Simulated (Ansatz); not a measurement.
**Element substitutions in CdS**

Base system: CdS in the zinc blende structure (space group F-43m, No. 216; a = 5.927 Å).

Each row replaces one element on all its sites; cell and atoms are relaxed.

Levels (all Ansatz, an electronic-structure program, PAW): PBE (420 eV, no spin-orbit coupling); PBEsol (420 eV, no spin-orbit coupling).

The base cell above is that of PBE; each level relaxes its own structures.

| case | shortest interatomic distance, PBE | shortest interatomic distance, PBEsol |
|---|---|---|
| S → Si | 4.926 bohr | … |
| Cd → Zn | 4.454 bohr | … |
| S → Se | 5.070 bohr | 4.977 bohr |

**Question.** Some entries are withheld; estimate them.

**Answer.** 
- S → Si, shortest interatomic distance, PBEsol: 4.833 bohr
- Cd → Zn, shortest interatomic distance, PBEsol: 4.383 bohr

PBE lies above PBEsol in every row, by 0.071 bohr to 0.094 bohr. They put the cases in the same order.

Stability against distortions was not tested. As relaxed here, CdSi is a hypothetical phase, not in the database extracts checked. All final runs are without spin polarisation.
